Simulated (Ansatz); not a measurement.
**InGaAs2 (P-4m2, No. 115, 4 atoms in the cell; start mp-1223781)**

The numbers are results of PBEsol+SOC in Ansatz (plane waves, PAW), not measurements.

Numerical settings: plane-wave cutoff 520 eV, 14×14×10 k mesh (along the axes of the cell as run), Fermi–Dirac smearing 0.05 eV, PAW data made under PBE.

Cell (relaxed with PBEsol):

```cif
data_As2GaIn
_chemical_formula_sum 'In1 Ga1 As2'
_space_group_name_H-M_alt 'P-4m2'
_space_group_IT_number 115
_space_group_name_Hall 'P -4 -2'
_cell_length_a 4.14284
_cell_length_b 4.14284
_cell_length_c 5.90491
_cell_angle_alpha 90.000
_cell_angle_beta 90.000
_cell_angle_gamma 90.000
loop_
_atom_site_label
_atom_site_type_symbol
_atom_site_symmetry_multiplicity
_atom_site_Wyckoff_symbol
_atom_site_fract_x
_atom_site_fract_y
_atom_site_fract_z
_atom_site_occupancy
In1 In 1 d 0.00000 0.00000 0.50000 1
Ga1 Ga 1 b 0.50000 0.50000 0.00000 1
As1 As 2 g 0.00000 0.50000 0.23028 1
```

```yaml
band_gap: 0.09 eV (under three smearing widths, so not firm)
```

The computed numbers hold no vibrational or temperature effects.

The result took roughly 8 core-minutes.

A start named mp-… is a Materials Project structure, which need not be a measured phase.

Ansatz is a program for electronic structure.
